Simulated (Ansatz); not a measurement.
System: AlCl3 (C2/m, No. 12). Method: PBEsol (plane waves, PAW; Ansatz, a program for electronic structure).

Settings: plane-wave cutoff 520 eV, 8×8×6 k mesh (along the axes of the cell as run), Fermi–Dirac smearing 0.01 eV, scalar-relativistic PAW data made under PBE.

Cell (measured lattice):

```
CELL_PARAMETERS angstrom
      2.95700    -5.11700     0.00000
      2.95700     5.11700     0.00000
     -1.92533     0.00000     5.83875
ATOMIC_POSITIONS crystal
  Cl 0.06951 0.42689 0.77520
  Cl 0.57311 0.93049 0.22480
  Cl 0.93049 0.57311 0.22480
  Cl 0.42689 0.06951 0.77520
  Cl 0.21470 0.21470 0.22630
  Cl 0.78530 0.78530 0.77370
  Al 0.83380 0.16620 0.00000
  Al 0.16620 0.83380 0.00000
```

Estimate the band gap, smallest direct gap on the k points sampled and direct gap at Γ that the calculation returns.


* **band gap**: 5.15 eV (indirect)
* **smallest direct gap on the k points sampled**: 5.23 eV
* **direct gap at Γ**: 5.55 eV

Note: cell and atoms aren't relaxed at this level (pressure 1.0 GPa).

Static lattice: no zero-point or thermal effects.

The result took very roughly 120 core-seconds.
